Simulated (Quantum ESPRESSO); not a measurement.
# Quick settings and what they miss: CdPbS₂ (R-3m, 4 atoms in the cell)

Self-consistent single point.

```
CdPbS2
1.0
    2.02338     1.16820     6.57093
   -2.02338     1.16820     6.57093
    0.00000    -2.33640     6.57093
Cd Pb S
1 1 2
Direct
  0.00000   0.00000   0.00000
  0.50000   0.50000   0.50000
  0.74128   0.74128   0.74128
  0.25872   0.25872   0.25872
```

Computed with PBEsol, GBRV 1.5 ultrasoft (PBESOL) pseudopotentials (plane waves; Quantum ESPRESSO 7.5).

Base settings: ecutwfc = 40 Ry; ecutrho = 200 Ry; occupations = smearing; smearing = gauss; degauss = 0.0036749 Ry; potentials = {Cd: cd_pbesol_v1.uspp.F.UPF, Pb: pb_pbesol_v1.uspp.F.UPF, S: s_pbesol_v1.4.uspp.F.UPF}; K_POINTS = automatic 7 7 7 0 0 0; conv_thr = 1e-10 Ry; mixing_beta = 0.4.

Tight run (finer mesh or higher cutoff; not a proven limit): ecutwfc: 40 Ry → 56 Ry; ecutrho: 200 Ry → 280 Ry; conv_thr: 1e-10 Ry → 7.3e-11 Ry; K_POINTS: automatic 7 7 7 0 0 0 → automatic 10 10 10 0 0 0. It gave top of the valence band (on the code's own zero) 8.38 eV; gap on the k-point mesh 0.82 eV; pressure -2.56 GPa; largest force (vector length) 0.012 eV/Å.

Quick runs, as changes from the base:
- A: the base itself
- B: ecutwfc: 40 Ry → 20 Ry; ecutrho: 200 Ry → 100 Ry; K_POINTS: automatic 7 7 7 0 0 0 → automatic 2 2 2 1 1 1
- C: ecutwfc: 40 Ry → 32 Ry; ecutrho: 200 Ry → 160 Ry; K_POINTS: automatic 7 7 7 0 0 0 → automatic 6 6 6 1 1 1
- D: ecutwfc: 40 Ry → 20 Ry; ecutrho: 200 Ry → 100 Ry; K_POINTS: automatic 7 7 7 0 0 0 → automatic 4 4 4 0 0 0
- E: ecutwfc: 40 Ry → 28 Ry; ecutrho: 200 Ry → 140 Ry; smearing: gauss → cold; degauss: 0.0036749 Ry → 0.019992 Ry; K_POINTS: automatic 7 7 7 0 0 0 → automatic 8 8 8 0 0 0
- F: ecutwfc: 40 Ry → 24 Ry; ecutrho: 200 Ry → 120 Ry; degauss: 0.0036749 Ry → 0.019992 Ry; conv_thr: 1e-10 Ry → 7.3e-05 Ry; pseudopotentials: {Cd: cd_pbesol_v1.uspp.F.UPF, Pb: pb_pbesol_v1.uspp.F.UPF, S: s_pbesol_v1.4.uspp.F.UPF} → {Cd: cd_lda_v1.uspp.F.UPF, Pb: pb_lda_v1.uspp.F.UPF, S: s_lda_v1.4.uspp.F.UPF}; K_POINTS: automatic 7 7 7 0 0 0 → automatic 3 3 3 0 0 0 [LDA (PZ)]

Dashes: gap of B, left out as unsure on this mesh or at this smearing; time of B, D, F, under 30 s; energy of F, another energy zero; pressure of F, not trusted under this conv_thr with d or f elements.

Gaps are read on each run's own mesh, which may miss the band edges.

† marks runs with another functional, U, potentials or spin treatment: their distance from the tight run is not a convergence error alone.

The count of work is k-points × plane waves × bands × iterations; it is no time. Core times come from one kind of shared machine and are given to one figure; runs under 30 s give none.

The starting cell comes from a database of computed structures (which also holds hypothetical and non-ambient phases and stackings), without a prior relaxation at this level. Its lattice was rescaled by a random factor within 2.5 % of one. Spin-orbit coupling is off.

```
run  energy less tight (meV/atom)  pressure less tight (GPa)  largest miss in a force vector (eV/Å)  gap on the mesh less tight (eV)  count of work / tight  core time / tight (rough)
---  ----------------------------  -------------------------  -------------------------------------  -------------------------------  ---------------------  -------------------------
A                            12.9                       0.29                                  0.000                            0.246                   0.23                        0.3
B                           747.6                     -31.08                                  0.457                                –                 0.0037                          –
C                            27.6                       0.23                                  0.007                            0.270                  0.096                        0.1
D                           674.5                     -30.68                                  0.038                            0.043                  0.022                          –
E                            32.6                       0.37                                  0.003                            0.019                   0.20                        0.2
F†                              –                          –                                  0.140                            0.861                 0.0061                          –
```

Among the runs at the tight run's level, the energy misses run from 12.9 to 747.6 meV/atom.
